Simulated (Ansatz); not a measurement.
Relaxation of the outer planes of the (221) surface of fcc Ir in its 1x1 cell, outermost plane spacing 0.65 Å in the ideal cut.

Computed with PBE (plane waves to 420 eV, PAW; Ansatz, a first-principles code).

Model: 17-atom slab, 10.3 Å thick at the start (thin: gaps and levels are the slab's own), 14x5x1 mesh, Fermi-Dirac 0.1 eV, dipole correction, all atoms relaxed; symmetry of the start imposed; no spin, no spin-orbit, no U.

| plane | atoms | bulk spacing to the next (Å) | relaxed spacing (Å) | change (%) | rumpling (Å) |
|---|---|---|---|---|---|
| 1 | Ir | 0.645 | [?] | [?] | 0.00 |
| 2 | Ir | 0.645 | 0.617 | -4.4 | 0.00 |

Some entries are withheld; supply them.


- 1, relaxed spacing (Å): 0.602
- 1, change (%): -6.7
